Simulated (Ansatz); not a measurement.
**Fermi-surface data of Ti under load (space group P6_3/mmc)**

Here is the system:

```yaml
crystal:
  lattice:
    - [2.86140, 0.00000, 0.00000]
    - [-1.43070, 2.47805, 0.00000]
    - [0.00000, 0.00000, 4.53571]
  atoms:
    - { symbol: Ti, position: [0.33333, 0.66667, 0.25000] }
    - { symbol: Ti, position: [0.66667, 0.33333, 0.75000] }
```

Level of theory: PBEsol, rigid bands (plane waves, PAW, scalar-relativistic; Ansatz, a program for electronic structure). Condition of this run: hydrostatic pressure 5 GPa (the target of the relaxation). How the cell was made: cell and atoms relaxed with PBEsol, then loaded as said.

```json
{
 "density of states at the Fermi level": "1.77 states/(eV·cell), both spins",
 "bare Sommerfeld coefficient": "2.1 mJ/(mol of atoms·K²)",
 "drude_plasma_energy": "4.0 (x), 4.0 (y), 4.2 (z) eV",
 "root-mean-square Fermi velocity": "3.4e5 m/s",
 "resistivity times τ": "30 (x), 30 (y), 28 (z) ×10⁻²² Ω·m·s"
}
```

A metal at this level (no band gap); rigid bands, thermally averaged at 300 K, both spins. Spin-orbit coupling is left out. τ is one relaxation time for all states.
